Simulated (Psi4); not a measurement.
Psi4 1.11, B3LYP/def2-svp, scf_type pk: C/N=C/C(=O)[SiH2]CF, 16 atoms. The geometry is a generated start, not checked to be a minimum at this level.

```json
{
  "task": "energy",
  "method": "b3lyp",
  "basis": "def2-svp",
  "memory": "7 GB",
  "e_convergence": "1e-08",
  "d_convergence": "1e-07",
  "guess": "auto, which took SAD (default)",
  "diis_max_vecs": "10 (default)",
  "scf_initial_accelerator": "adiis (default)",
  "dft_radial_points": "75 (default)",
  "dft_spherical_points": "302 (default)",
  "basis_functions": "156",
  "grid_points": "340387"
}
```

```xyz
16

C     -2.2713    -1.3734     0.4384
N     -1.0440    -0.6243     0.1748
C     -1.1217     0.1858    -0.8205
C      0.0514     1.0178    -1.2214
O      0.0528     1.5235    -2.3361
Si     1.4718     1.3199    -0.0637
C      2.0747    -0.2417     0.7132
F      3.2466     0.0015     1.3691
H     -3.1444    -1.0000    -0.1083
H     -2.5023    -1.3192     1.5068
H     -2.1228    -2.4253     0.1761
H     -2.0160     0.3240    -1.4527
H      2.6031     1.9744    -0.7871
H      1.0755     2.2966     0.9954
H      1.3721    -0.6428     1.4479
H      2.2746    -1.0166    -0.0319
```

The reference run uses exact four-centre integrals (scf_type = pk). Single runs; times are not shown.

Measured:

| setting | energy against the reference |
|---|---|
| scf_type = cd, cholesky_tolerance = 1e-06 | −0.022 meV/atom |
| scf_type = cd, cholesky_tolerance = 1e-05 | −0.17 meV/atom |
| scf_type = cd, cholesky_tolerance = 0.0001 (default) | −2.1 meV/atom |
| scf_type = cd, cholesky_tolerance = 0.01 | +2.0 meV/atom |

### Question
How far does the result lie from the reference with scf_type = cd, cholesky_tolerance = 0.001?

### Answer
energy against the reference: −6.8 meV/atom. Total energies are compared; such shifts often cancel in part in energy differences.
